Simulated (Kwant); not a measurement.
Device: wire with a row of barriers in a GaAs two-dimensional gas. Effective mass 0.067 mₑ, grid spacing 5 nm, hard walls, nominal width 150 nm (29 grid rows, so walls 150 nm apart), one parabolic valley, scattering region 500 nm long along x; energies count from the band bottom; Fermi energy swept from 0.00019955 to 0.0023697 eV. 2 barrier(s) across the wire, height 0.0091 eV, thickness 20 nm (about 4 grid columns), spaced by 40 nm.

Constants are typed, rounded textbook-type inputs, not results; the design itself was drawn at random and stands for no fabricated device.

Model: effective-mass tight-binding model on a square grid, one spin, coherent transport at 0 K (Kwant). Conductance is in e²/h.

Density of the scattering states that come in from the left lead, at energy = 0.00074549 eV, in bins, relative to the largest site value (x marks bins outside the device):

```
|00000000000000000000000000000000000000000000|
|00000000000000000000000000000000000000000000|
|00011110000011110000000000000000000000000000|
|00122221000122221000000000000000000000000000|
|01234431000134432000000000000000000000000000|
|01345532000235543100000000000000000000000000|
|01356542000246653100000000000000000000000000|
|02467753001357764100000000000000000000000000|
|02579863001368975100000000000000000000000000|
|02589863001369985200000000000000000000000000|
|02589963001369985200000000000000000000000000|
|02589963001369985200000000000000000000000000|
|02589863001369985200000000000000000000000000|
|02579863001368975100000000000000000000000000|
|02467753001357764100000000000000000000000000|
|01356542000246653100000000000000000000000000|
|01345532000235543100000000000000000000000000|
|01234431000134432000000000000000000000000000|
|00122221000122221000000000000000000000000000|
|00011110000011110000000000000000000000000000|
|00000000000000000000000000000000000000000000|
|00000000000000000000000000000000000000000000|
```
Scale: ten equal steps from 0.000 (start of '0') to 0.980 (end of '9'), in the order '0123456789'; x runs from -239 to 239, y from -66.8 (bottom) to 66.8 (top).

The conductance there is 1.3e-5 e²/h with 1 open channel(s) in the leads.
